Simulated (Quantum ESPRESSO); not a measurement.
# Short convergence ladders for SrZn2Sb2 (P3m1, 5 atoms in the cell)

```
Sr(ZnSb)2
1.0
    4.49932     0.00000     0.00000
   -2.24966     3.89653     0.00000
    0.00000     0.00000     7.71668
Sr Zn Sb
1 2 2
Direct
  0.00000   0.00000   0.00648
  0.66667   0.33333   0.36615
  0.33333   0.66667   0.63385
  0.33333   0.66667   0.27203
  0.66667   0.33333   0.72797
```

Base method: LDA (PZ), PSlibrary PAW (LDA) pseudopotentials (plane waves; Quantum ESPRESSO).

Base settings: ecutwfc = 50 Ry; ecutrho = 350 Ry; occupations = smearing; smearing = fermi-dirac; degauss = 0.0073499 Ry; K_POINTS = automatic 3 3 2 0 0 0; conv_thr = 1e-09 Ry; mixing_beta = 0.7.

The count of work is k-points × plane waves × bands × iterations; it is no time. Core times come from one kind of shared machine, to one figure; runs under 30 s give none.

**The plane-wave cutoff**

Moved along: ecutrho.

The second cell is the first with its lattice scaled by 0.98.

The mesh stays at the base's, so the ladder's end is converged at best in this setting alone.

Only quantities that move along the ladder and can be compared are tabulated.

```csv
ecutwfc,free energy less the last step's (meV/atom),energy of the compressed cell less the first (meV/atom),pressure (GPa),largest difference of a force vector from the last step's (eV/Å),count of work / last
17.5 Ry,23506.23,-54.75,-462.50,0.384,0.073
22 Ry,6415.30,-106.14,-169.05,0.128,0.11
50 Ry,24.05,-8.13,-2.76,0.001,0.39
100 Ry,0.00,-8.16,-2.29,0.000,1.0
```

Coarsest ecutwfc that holds the forces within 0.02 eV/Å of the last step, with all finer ones: 50 Ry, at 0.39 of the last step's count of work; the step before is off by 0.13 eV/Å.

Coarsest ecutwfc that holds the free energy within 5 meV/atom: not settled: the last two steps still differ by 24 meV/atom, over half the tolerance, so the ladder does not show it.

Coarsest ecutwfc that holds the energy of the compressed cell less the first within 1 meV/atom of the last step, with all finer ones: 50 Ry, at 0.39 of the last step's count of work; the step before is off by 98 meV/atom.

At the lowest cutoff the pressure lies 460 GPa under the last step's, the usual sign of Pulay stress in an incomplete plane-wave basis.

**The density cutoff**

The mesh stays at the base's, so the ladder's end is converged at best in this setting alone.

Only quantities that move along the ladder and can be compared are tabulated.

```tsv
ecutrho	free energy less the last step's (meV/atom)	pressure (GPa)	core time / last (rough)
100 Ry	-2.66	-2.67	–
200 Ry	-0.02	-2.76	0.3
350 Ry	0.01	-2.76	0.5
800 Ry	0.00	-2.76	1
```

Coarsest ecutrho that holds the free energy within 1 meV/atom of the last step, with all finer ones: 200 Ry, at about 0.3 of the last step's time; the step before is off by 2.7 meV/atom.

Coarsest ecutrho that holds the pressure within 0.05 GPa of the last step, with all finer ones: 200 Ry, at about 0.3 of the last step's time; the step before is off by 0.09 GPa.

On the base run: the starting cell comes from a database of computed structures (which also holds hypothetical and non-ambient phases and stackings), without a prior relaxation at this level. Its lattice was rescaled by up to half a per cent. One atom was moved a little off its site on purpose. The run gives no clean gap (levels at the Fermi energy touch, overlap or are partly filled at this smearing), which alone does not show that the compound is a metal. Without a gap this mesh is coarse (it stands for a supercell whose shortest vector is 13 Å).
